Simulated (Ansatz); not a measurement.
## Co2Si (space group P4/nmm, No. 129; ferromagnetic; a hypothetical phase, not in the database extracts checked)

```xyz
6
Lattice="3.4547 0.0000 0.0000 0.0000 3.4547 0.0000 0.0000 0.0000 5.7510" Properties=species:S:1:pos:R:3 pbc="T T T"
Co     0.0000     0.0000     0.0000
Co     1.7273     1.7273     0.0000
Co     1.7273     0.0000     1.9781
Co     0.0000     1.7273     3.7729
Si     1.7273     0.0000     4.2279
Si     0.0000     1.7273     1.5231
```

The values are results of Kohn–Sham DFT with the PBE functional, run in Ansatz (an electronic-structure program) with PAW and 420 eV plane waves, no spin-orbit coupling, not measurements. k-mesh 13×13×8 (Γ-centred); smearing 0.05 eV (Fermi–Dirac).

| Property | Result |
|---|---|
| Volume per atom | 11.44 Å³ |
| Density | 7.06 g/cm³ |
| Band gap | zero |
| Magnetic state | ferromagnetic |
| Total energy | -3629.670 eV/atom (σ→0; compares only within this code and set-up) |

Other magnetic orders, which the real material may have, were not ruled out. Stability against distortions was not tested.
